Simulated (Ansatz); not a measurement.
**A computed series for LiCl: response to strain**

Take LiCl in the rock salt structure (space group Fm-3m, No. 225) as the base.

```
CELL_PARAMETERS angstrom
      0.00000     2.55614     2.55614
      2.55614     0.00000     2.55614
      2.55614     2.55614     0.00000
ATOMIC_POSITIONS crystal
  Cl 0.00000 0.00000 0.00000
  Li 0.50000 0.50000 0.50000
```

Cartesian axes are those of the cell as printed.

Strains are applied to the cell and any free atomic positions relax; under biaxial strain the out-of-plane vector relaxes too.

Level of theory: r2SCAN (Ansatz, an electronic-structure program), without spin-orbit coupling.

Candidates:
(a) uniaxial strain ε_xx = −0.80 %
(b) uniaxial strain ε_xx = −4.98 %
(c) biaxial strain −4.57 %, plane normal [110], relaxed out of plane
(d) uniaxial strain ε_xx = +4.90 %

For the base:

The band gap comes out as 7.29 eV.

Problem. Order them by band gap, highest first.

Solution. (b) uniaxial strain ε_xx = −4.98 % (7.53 eV), (a) uniaxial strain ε_xx = −0.80 % (7.33 eV), (c) biaxial strain −4.57 %, plane normal [110], relaxed out of plane (7.04 eV), (d) uniaxial strain ε_xx = +4.90 % (6.93 eV)

Gaps are Kohn–Sham eigenvalue differences; semilocal functionals usually give less than the measured gap. Whether these cells are dynamically stable was not tested.
